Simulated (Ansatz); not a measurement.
## GaAs: response to strain

Base system: GaAs in the zinc blende structure (space group F-43m, No. 216; a = 5.6667 Å). Axes: x, y, z lie along the cube axes.

Strains are applied to the cell and any free atomic positions relax; under biaxial strain the out-of-plane vector relaxes too.

All numbers come from r2SCAN, PAW, 500 eV (Ansatz, an electronic-structure program; no spin-orbit coupling).

```json
[
 {"biaxial strain, plane normal [001], relaxed out of plane (%)": "-3", "band gap (eV)": "1.10"},
 {"biaxial strain, plane normal [001], relaxed out of plane (%)": "-2.5", "band gap (eV)": "1.08"},
 {"biaxial strain, plane normal [001], relaxed out of plane (%)": "-2", "band gap (eV)": "1.06"},
 {"biaxial strain, plane normal [001], relaxed out of plane (%)": "-1.5", "band gap (eV)": "1.04"},
 {"biaxial strain, plane normal [001], relaxed out of plane (%)": "-1", "band gap (eV)": "?"},
 {"biaxial strain, plane normal [001], relaxed out of plane (%)": "-0.5", "band gap (eV)": "0.99"},
 {"biaxial strain, plane normal [001], relaxed out of plane (%)": "0", "band gap (eV)": "0.96"}
]
```

Problem. Fit E_g = E₀ + Dε (ε in %) to the rows shown and predict the withheld row.

Solution. Least squares on the printed values gives E₀ = 0.96 eV, D = -46.3 meV per % of strain (largest residual 0.01 eV); this predicts 1.01 eV, and the run gives 1.01 eV, in agreement.

No phonon test of stability was made.
